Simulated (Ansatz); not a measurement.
Take BAs in the zinc blende structure (space group F-43m, No. 216) as the base.

```
BAs
1.0
    0.00000     2.39193     2.39193
    2.39193     0.00000     2.39193
    2.39193     2.39193     0.00000
B As
1 1
Direct
  0.00000   0.00000   0.00000
  0.25000   0.25000   0.25000
```

Cartesian axes are those of the cell as printed.

Calculations: r2SCAN, PAW, 500 eV (Ansatz, a first-principles code; scalar-relativistic without spin-orbit coupling).

Before the change:

| Item | Value |
|---|---|
| Valley order | a point along ⟨100⟩, about 1.0 Å⁻¹ from Γ 1.38 eV |
| Volume per atom | 13.69 Å³ |

Now apply this change: compressive biaxial strain of 1.00 % in the plane normal to [001], as in epitaxy on a mismatched substrate; the out-of-plane cell vector and the atoms relax.

**Question.** Predict the new valley order.

**Answer.** The valley order (the lowest conduction-band minima on the path, energy above the VBM, named in the base's zone) becomes a point along [010], about 1.1 Å⁻¹ from Γ 1.25 eV; a point along [001], about 1.1 Å⁻¹ from Γ 1.45 eV (base: a point along ⟨100⟩, about 1.0 Å⁻¹ from Γ 1.38 eV).

**Question.** How does this affect the volume per atom?

**Answer.** The volume per atom drops by 0.211 Å³ (13.69 Å³ → 13.47 Å³).

**Question.** Estimate the effect on the energy relative to the base.

**Answer.** The energy goes up by 2.8 meV/atom.

The levels and masses belong to the bands next to the band gap. Whether these cells are dynamically stable was not tested.
